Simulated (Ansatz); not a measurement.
## Defect calculation: Mg on the In site (Mg_In) in zinc-blende InP

Calculation: PBE, PAW (plane waves to 420 eV; Ansatz, a quantum-chemistry and plane-wave program). Cell: 64 sites, 2×2×2 repeats of a cell of 8 atoms; final energies on a 2×2×2 shifted mesh. Site at the start: the In site. Charged cells carry a point-charge image correction with potential alignment at far atoms. Dielectric constants: PBE linear response of the host. Host gap at this level: 0.44 eV. Finite-size and sampling errors can reach tenths of an eV here. Levels are measured in PBE's own, too narrow, gap. Spin–orbit coupling is left out, which matters for these heavy elements. Each state is the lowest found from its start.

Charges with a result: +1, 0, −1. Others weren't obtained, and one of them could lie lower, also by skipping a charge.

```tsv
charge	moment (μB)	largest move off a lattice site (Å)	image correction with alignment (eV)
+1*	not spin-polarised	0.03	–
0*	quenched	0.04	–
−1	not spin-polarised	0.04	0.20
```

* At this level the carrier isn't localised at the defect: at charge +1 holes occupy the valence band; at charge 0 holes occupy the valence band. Such a state is shallow or no state of the defect, and this cell gives it no level.

Starting moments that weren't kept: charge 0 began with 1 μB and ended with 0.0.
